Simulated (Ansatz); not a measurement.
## Band gap of LaZrNO2 (Pnma, No. 62; start mp-1222900) at several levels of theory

No measured value is used here.

```csv
level (code),value (eV)
LDA (Ansatz),1.56
PBEsol (Ansatz),1.59
r²SCAN (Ansatz),2.04
r²SCAN+SOC (Ansatz),2.04
HSE06 (Ansatz),?
```

Question: Some entries are withheld; supply them.

Answer: 
- HSE06 (Ansatz, a first-principles code), value (eV): 2.82

Computed values are for a static lattice. Levels without +SOC have no spin–orbit coupling; where heavier elements are present it shifts gaps, mostly down, and can invert bands.  Values are at the PBEsol cell. Cutoffs and k meshes differ between the levels. Ansatz's density-functional and Hartree–Fock values are scalar-relativistic unless marked +SOC, with PAW data made under PBE.

A start named mp-… is a Materials Project structure, which can be a computed phase never made.
